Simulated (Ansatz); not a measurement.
Nb2InC (P6_3/mmc), PBEsol, DFPT electron-phonon coupling, linearised Boltzmann equation in Ansatz (a quantum-chemistry and plane-wave program). Phonon-limited resistivity 17.2 μΩ·cm at 300 K along y (a = (3.16, 0.00, 0.00) Å; b = (-1.58, 2.74, 0.00) Å; c = (0.00, 0.00, 14.31) Å), current-weighted mean free path 7.9 nm, Drude plasma energy 4.62 eV.

Problem. What is the classical skin depth at 10 GHz (nonmagnetic, μ₀ = 1.257×10⁻⁶ H/m)?

Solution. δ = √(ρ/(π f μ₀)) = 2090 nm.

Problem. Estimate the resistivity of a 40 nm square wire with diffuse walls from ρ ≈ ρ₀(1 + 3ℓ/4d).

Solution. 1 + 0.75 × 7.9/40 = 1.15, so ρ ≈ 19.7 μΩ·cm and a line 1 μm long has 123 Ω. The formula is the free-electron limit for d well above ℓ; grain boundaries add to it.

Problem. What Drude relaxation time do resistivity and plasma energy imply?

Solution. ω_p = 7.02e15 s⁻¹, so τ = 1/(ε₀ ω_p² ρ) = 13.3 fs, a damping ħ/τ of 49.4 meV.

A metal at this level (no band gap). Only scattering by harmonic phonons is included (no impurities, grain boundaries, electron-electron scattering or thermal expansion). Spin-orbit coupling is left out. Halving the electron mesh (32x32x8) moves the resistivity by up to 1 % at 300 K, the mean free path by up to 5 %. Smearing 0.20 eV; phonons on a 5x5x1 q mesh, which this run doesn't test.

Computed structure with no diffraction record at hand here (it may be known, metastable or hypothetical): Nb2InC (P6_3/mmc).
